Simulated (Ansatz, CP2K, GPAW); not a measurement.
# InCuSeS (I2_12_12_1, 8 atoms in the cell) computed with different codes at matched settings

Self-consistent single point.

```
CELL_PARAMETERS angstrom
     -2.91966     2.93274     5.87487
      2.91966    -2.93274     5.87487
      2.91966     2.93274    -5.87487
ATOMIC_POSITIONS crystal
  In 0.38021 0.13021 0.25000
  In 0.11979 0.36979 0.75000
  Cu 0.88553 0.63553 0.25000
  Cu 0.61447 0.86447 0.75000
  Se 0.53383 0.25000 0.78383
  Se 0.96617 0.75000 0.71617
  S  0.25000 0.52910 0.27910
  S  0.75000 0.97090 0.22090
```

Shared settings, as Ansatz (an electronic-structure program) writes them: kpoints.mp_grid.grid = 3 3 3; scf.occupations.method = gaussian; scf.occupations.width = 0.01 Ry. Potentials and cutoffs stand in the table.

```json
[
 {"code": "GPAW", "model": "PBEsol, GPAW PAW datasets PBEsol (made by gpaw-setup)", "pressure (GPa)": "-6.05", "largest force (eV/Å)": "0.146", "cutoff": "850 eV"},
 {"code": "CP2K", "model": "PBEsol, GPW, DZVP-MOLOPT-SR-GTH basis, GTH-PBE potentials (GTH_POTENTIALS)", "pressure (GPa)": "-5.22", "largest force (eV/Å)": "0.107", "cutoff": "grid 600 Ry"},
 {"code": "Ansatz", "model": "PBEsol, PAW files made with PBE", "pressure (GPa)": "-6.13", "largest force (eV/Å)": "0.087", "cutoff": "30.9 Ry"}
]
```

Size of the force on each atom (eV/Å): Sizes of forces hide their directions.

```
code      In1    In2    Cu3    Cu4    Se5    Se6     S7     S8
------  -----  -----  -----  -----  -----  -----  -----  -----
GPAW    0.079  0.079  0.071  0.071  0.113  0.113  0.146  0.146
CP2K    0.036  0.036  0.107  0.107  0.016  0.016  0.054  0.054
Ansatz  0.077  0.077  0.087  0.087  0.047  0.047  0.058  0.058
```

No clean gap comes from GPAW, CP2K and Ansatz: levels at the Fermi energy touch, overlap or are partly filled at this smearing.

On Ansatz's run: spin polarisation is off.

The spread over the programs that give each value: pressure within 0.91 GPa; largest force within 0.059 eV/Å.

CP2K uses small atom-centred bases, whose incompleteness enters pressures, forces and empty levels differently from a plane-wave cutoff. Ansatz's pressure is given at a fixed set of plane waves, as the other plane-wave codes print theirs; with its correction for the finite basis it is -6.09 GPa.

The shared mesh is coarse (it stands for a supercell whose shortest vector is 18 Å), so the values are not converged in it.

The starting cell comes from a database of computed structures (which also holds hypothetical and non-ambient phases and stackings), without a prior relaxation at this level. Its lattice was rescaled by a random factor within 2.5 % of one.

Left out of this page: ABINIT (with a known weakness of the program); Elk (not drawn, or without a comparable value); SIESTA (unsound by tests on forces, stress, charge or solver warnings).

Keys are those of Ansatz 0.2.
